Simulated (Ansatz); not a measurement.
Consider Al in the fcc (Cu type) structure (space group Fm-3m, No. 225; a = 4.040 Å).

All numbers come from PBE (Ansatz, a program for electronic structure; PAW; 420 eV plane waves; scalar-relativistic without spin-orbit coupling).

Base values:

The density is 2.72 g/cm³. The shortest interatomic distance is 2.857 Å.

The change: a hydrostatic pressure of 9 GPa.

Q: Predict the new density.

A: The density increases by 0.27 g/cm³, from 2.72 g/cm³ to 2.99 g/cm³.

Q: What happens to the shortest interatomic distance?

A: The shortest interatomic distance shrinks by 0.088 Å (2.857 Å → 2.769 Å).

Load acts through the strain it causes; cell and atoms are relaxed under it. Stability against distortions was not tested. Competing high-pressure phases were not computed.
